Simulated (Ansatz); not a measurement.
Effect of 2 layers on GaN

Take GaN in the zinc blende structure (space group F-43m, No. 216; a = 4.4983 Å) as the base. Axes: x, y, z lie along the cube axes.

Perturbation: a free-standing slab of 2 layers (4 atoms, 2 a layer) is cut normal to [110], with 15 Å of vacuum and the in-plane cell held at bulk.

Computed with PBEsol/PAW in Ansatz (an electronic-structure program), no SOC, earlier PAW set. k-mesh 10×7×1 (Γ-centred); smearing 0.05 eV (Fermi–Dirac), for the changed cell.

```csv
quantity,base,changed,shift
layer's space group (with vacuum),–,Pmn2_1 (No. 31),–
band gap,1.70 eV,2.28 eV,+0.58 eV
gap character,–,"indirect, k = (0.100, 0.429, 0) in the run's primitive reciprocal basis → Γ",–
smallest direct gap,1.70 eV,2.52 eV,+0.814 eV
excess energy per area of both faces (slab less bulk energy over the cell's area: twice a surface energy),–,3.05 J/m²,–
thickness between the outermost nuclei,–,1.58 Å,–
```

The excess energy carries the mismatch between the slab's and the bulk's meshes. Stability against distortions was not tested. This is not the structure that GaN has at room temperature and ambient pressure. k-point labels follow each cell's own Brillouin zone.
